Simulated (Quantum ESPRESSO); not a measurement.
A self-consistent single point of CoSi2 (Fm-3m, 3 atoms in the cell) with Quantum ESPRESSO.

Level of theory: PBE, PSlibrary ultrasoft (PBE) pseudopotentials (plane waves; Quantum ESPRESSO 7.5).

The change in words: lattice scaled by 0.97. Reference geometry:
```
CELL_PARAMETERS angstrom
     -2.71380     0.00000     2.71380
      0.00000     2.71380     2.71380
     -2.71380     2.71380     0.00000
ATOMIC_POSITIONS crystal
  Co 0.00000 0.00000 0.00000
  Si 0.75000 0.75000 0.75000
  Si 0.25000 0.25000 0.25000
```

Reference input (self-consistent single point, DFT, PBE, plane waves, PSlibrary ultrasoft (PBE) pseudopotentials): ecutwfc = 50 Ry; ecutrho = 300 Ry; occupations = smearing; smearing = marzari-vanderbilt; degauss = 0.019992 Ry; potentials = {Co: Co.pbe-n-rrkjus_psl.1.0.0.UPF, Si: Si.pbe-n-rrkjus_psl.1.0.0.UPF}; K_POINTS = automatic 7 7 7 0 0 0; conv_thr = 1e-10 Ry; mixing_beta = 0.3. This run's input differs from it in these lines:

```diff
@@ -10,3 +10,3 @@
   ibrav = 2,
-  celldm(1) = 10.2566737346,
+  celldm(1) = 9.9489734091,
   nat = 3,
```

Output, abridged:

```
     Self-consistent Calculation

     iteration #  1     ecut=    50.00 Ry     beta= 0.30

---- Real-time Memory Report at c_bands before calling an iterative solver
           115 MiB given to the printing process from OS
            26 MiB allocation reported by mallinfo(arena+hblkhd)
------------------

     total energy              =     -98.88009225 Ry
     estimated scf accuracy    <       0.60839503 Ry

     iteration #  2     ecut=    50.00 Ry     beta= 0.30

---- Real-time Memory Report at c_bands before calling an iterative solver
           127 MiB given to the printing process from OS
   [... lines left out ...]

---- Real-time Memory Report at c_bands before calling an iterative solver
           130 MiB given to the printing process from OS
            38 MiB allocation reported by mallinfo(arena+hblkhd)
------------------

     total energy              =     -99.07839115 Ry
     estimated scf accuracy    <          3.9E-10 Ry

     iteration # 15     ecut=    50.00 Ry     beta= 0.30

---- Real-time Memory Report at c_bands before calling an iterative solver
           130 MiB given to the printing process from OS
            38 MiB allocation reported by mallinfo(arena+hblkhd)
------------------
     End of self-consistent calculation

     the Fermi energy is    12.2807 ev

!    total energy              =     -99.07839115 Ry
     estimated scf accuracy    <          7.9E-11 Ry
     smearing contrib. (-TS)   =       0.00083895 Ry
     internal energy E=F+TS    =     -99.07923011 Ry

     convergence has been achieved in  15 iterations

     Forces acting on atoms (cartesian axes, Ry/au):

     atom    1 type  1   force =    -0.00000000   -0.00000000    0.00000000
   [... zero for the other atoms too ...]

     Total force =     0.000000     Total SCF correction =     0.000000

          total   stress  (Ry/bohr**3)                   (kbar)     P=      107.36
   0.00072979   0.00000000   0.00000000          107.36        0.00        0.00
   0.00000000   0.00072979   0.00000000            0.00      107.36        0.00
   0.00000000   0.00000000   0.00072979            0.00        0.00      107.36

   JOB DONE.
```

The run converged in 15 iterations. Against the reference run the free energy rises by 13.4 meV/atom and the pressure goes from -6.54 to 10.74 GPa.

The starting cell comes from a database of computed structures (which also holds hypothetical and non-ambient phases and stackings), without a prior relaxation at this level. Its lattice was rescaled by a random factor within 2.5 % of one. For this run, on top of that: lattice scaled by 0.97. Spin polarisation is off.

Cost on one core of a shared machine: roughly 30 s.
